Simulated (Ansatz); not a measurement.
Gap of a one-dimensional KF body, 2 atoms a period at several levels, all on one geometry.

```
CELL_PARAMETERS angstrom
     11.00000     0.00000     0.00000
      0.00000    11.00000     0.00000
      0.00000     0.00000     4.78180
ATOMIC_POSITIONS crystal
  K  0.50000 0.50000 0.00000
  F  0.50000 0.50000 0.50000
```

Levels: PBE (plane waves to 420 eV, PAW; Ansatz, a program for electronic structure); r2SCAN (plane waves to 500 eV, PAW; Ansatz); Ansatz with HSE06. Unmarked values and the geometry are of the first. Mesh 1×1×62. No spin polarisation. Periodic along z alone, with about 11 Å of vacuum beside it. A hypothetical model. Symmetry and one short period hold its shape; lower forms weren't sought. Pairing along the axis, which can open a gap, is among the distortions not tried. HSE06 ran on a 1×1×4 mesh and at PBE's edge points.

```csv
level,gap (eV)
PBE,4.39
r2SCAN,___
HSE06,6.02
```

Task: What belongs in the gaps?

Result: 
- r2SCAN, gap (eV): 5.18
